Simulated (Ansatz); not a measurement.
Consider Ta in the bcc (W type) structure (space group Im-3m, No. 229; a = 3.2823 Å; relaxed with 0.1 eV smearing). Axes: x, y, z lie along the cube axes.

Structures relaxed with PBEsol, PAW, 420 eV (Ansatz, a program for electronic structure; no SOC).

Base:

Simulated powder pattern, Cu Kα1, λ = 1.54056 Å (kinematic, ideal powder, no thermal factors, no anomalous dispersion; the 8 strongest lines at most, above 2 %, up to 2θ = 90°):

```json
[
 {"2θ (°)": "38.77", "I/Imax (%)": "100", "hkl": "(110)"},
 {"2θ (°)": "55.98", "I/Imax (%)": "18", "hkl": "(200)"},
 {"2θ (°)": "70.18", "I/Imax (%)": "36", "hkl": "(211)"},
 {"2θ (°)": "83.18", "I/Imax (%)": "12", "hkl": "(220)"}
]
```

After one change:

Simulated powder pattern, Cu Kα1, λ = 1.54056 Å (kinematic, ideal powder, no thermal factors, no anomalous dispersion; the 8 strongest lines at most, above 2 %, up to 2θ = 90°):

```csv
2θ (°),I/Imax (%)
38.77,51
39.07,100
55.98,18
56.91,8.6
70.38,37
71.00,18
83.18,6.0
83.96,12
```

Which change produced these results?
(A) uniaxial strain ε_zz = +2.00 %
(B) uniaxial strain ε_zz = −2.50 %
(C) uniaxial strain ε_zz = −1.50 %
(D) uniaxial strain ε_zz = +1.50 %

C, uniaxial strain ε_zz = −1.50 %. Its volume per atom is 17.42 Å³ against 17.68 Å³, and its space group is I4/mmm (No. 139).

Stability against distortions was not tested. The final runs are not spin-polarised.
